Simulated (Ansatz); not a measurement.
**Nb2CS (P6_3/mmc): resistivity and electron-phonon coupling**

Given:

```
CELL_PARAMETERS angstrom
      3.26850     0.00000     0.00000
     -1.63425     2.83060     0.00000
      0.00000     0.00000    11.55938
ATOMIC_POSITIONS crystal
  Nb 0.66667 0.33333 0.90386
  Nb 0.33333 0.66667 0.09614
  Nb 0.33333 0.66667 0.40386
  Nb 0.66667 0.33333 0.59614
  C  0.00000 0.00000 0.00000
  C  0.00000 0.00000 0.50000
  S  0.33333 0.66667 0.75000
  S  0.66667 0.33333 0.25000
```

Method: PBEsol, DFPT electron-phonon coupling, linearised Boltzmann equation (plane waves, PAW, scalar-relativistic; Ansatz, a quantum-chemistry and plane-wave program). How the cell was made: relaxed with this functional, without spin-orbit coupling.

```yaml
resistivity at 300 K: 22 (x), 22 (y), 63 (z) μΩ·cm
resistivity at 77 K: 2.4 (x), 2.4 (y), 6.1 (z) μΩ·cm
electron-phonon coupling λ: 0.64
transport coupling λ_tr: 0.68 (x), 0.68 (y), 0.61 (z)
logarithmic_mean_phonon_energy: 23 meV
density of states at the Fermi level: 1.58 states/(eV·spin·cell)
drude_plasma_energy: 5.8 (x), 5.8 (y), 3.3 (z) eV
```

A metal at this level (no band gap). Only scattering by harmonic phonons is included (no impurities, grain boundaries, electron-electron scattering or thermal expansion). Spin-orbit coupling is left out. Halving the electron mesh (28x28x8) moves the resistivity by up to 8 % at 300 K, the coupling by up to 3 %. Smearing 0.20 eV; phonons on a 5x5x2 q mesh, which this run doesn't test and which matters most at low temperature.

Computed structure with no diffraction record at hand here (it may be known, metastable or hypothetical): Nb2CS (P6_3/mmc).
